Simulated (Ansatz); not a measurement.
SiC (model structure, started from the CdTe type, P6₄22, No. 181, 6 atoms in the cell), treated with PBEsol (Ansatz, a program for electronic structure, PAW).

Numerical settings: plane-wave cutoff 520 eV, 24×24×8 k mesh (along the axes of the cell as run), Fermi–Dirac smearing 0.05 eV, scalar-relativistic PAW data made under PBE.

Cell (relaxed with PBEsol):

```yaml
crystal:
  lattice:
    - [3.06570, 0.00000, 0.00000]
    - [-1.53285, 2.65498, 0.00000]
    - [0.00000, 0.00000, 7.03113]
  atoms:
    - { symbol: Si, position: [0.00000, 0.49998, 0.66667] }
    - { symbol: Si, position: [0.50002, 0.50002, 0.00000] }
    - { symbol: Si, position: [0.49998, 0.00000, 0.33333] }
    - { symbol: C, position: [0.00000, 0.49999, 0.16667] }
    - { symbol: C, position: [0.50001, 0.50001, 0.50000] }
    - { symbol: C, position: [0.49999, 0.00000, 0.83333] }
```

What does this level give for the band gap and direct gap at Γ?


- band gap: 0.77 eV (on the SCF k mesh)
- direct gap at Γ: 3.35 eV

Note: the relaxation could raise the start's symmetry but not lower it, so the cell can be a saddle point.

The computed numbers hold no vibrational or temperature effects.

It cost roughly 40 core-seconds of CPU time.

A model structure was made by putting elements into a prototype or built by hand; it is no filed structure, need not be a known phase, and can be a saddle point held by its symmetry.
